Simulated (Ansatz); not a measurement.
Results of LDA in Ansatz (PAW) for ZnSnN2 (Pna2₁, No. 33, 16 atoms in the cell; start mp-1029469).

Run with plane-wave cutoff 520 eV, 6×6×6 k mesh, Fermi–Dirac smearing 0.01 eV, scalar-relativistic PAW data made under PBE.

Cell (relaxed at this level):

```cif
data_N8Sn4Zn4
_chemical_formula_sum 'Zn4 Sn4 N8'
_space_group_name_H-M_alt 'P 1'
_space_group_IT_number 1
_cell_length_a 5.77793
_cell_length_b 6.64242
_cell_length_c 5.41580
_cell_angle_alpha 90.000
_cell_angle_beta 90.000
_cell_angle_gamma 90.000
loop_
_space_group_symop_operation_xyz
  'x, y, z'
loop_
_atom_site_label
_atom_site_type_symbol
_atom_site_fract_x
_atom_site_fract_y
_atom_site_fract_z
_atom_site_occupancy
Zn1 Zn 0.58287 0.87488 0.99923 1
Zn2 Zn 0.41713 0.12512 0.49923 1
Zn3 Zn 0.91713 0.37488 0.49923 1
Zn4 Zn 0.08287 0.62512 0.99923 1
Sn1 Sn 0.58912 0.37525 0.99942 1
Sn2 Sn 0.41088 0.62475 0.49942 1
Sn3 Sn 0.91088 0.87525 0.49942 1
Sn4 Sn 0.08912 0.12475 0.99942 1
N1 N 0.58410 0.37256 0.38004 1
N2 N 0.41590 0.62744 0.88004 1
N3 N 0.91590 0.87256 0.88004 1
N4 N 0.08410 0.12744 0.38004 1
N5 N 0.57793 0.87753 0.37129 1
N6 N 0.42207 0.12247 0.87129 1
N7 N 0.92207 0.37753 0.87129 1
N8 N 0.07793 0.62247 0.37129 1
```

Problem. Predict the band gap.

Solution. 
* **band gap**: 0.26 eV (on the SCF k mesh)

Note: the relaxation could not lower the start's symmetry, so the cell can be a saddle point above a distorted one.

Spin–orbit coupling is not included.

The computed numbers hold no vibrational or temperature effects.

It cost around 10 core-minutes (rough) of CPU time.

A start named mp-… is a Materials Project structure, which need not be a measured phase.

Ansatz is a first-principles code.
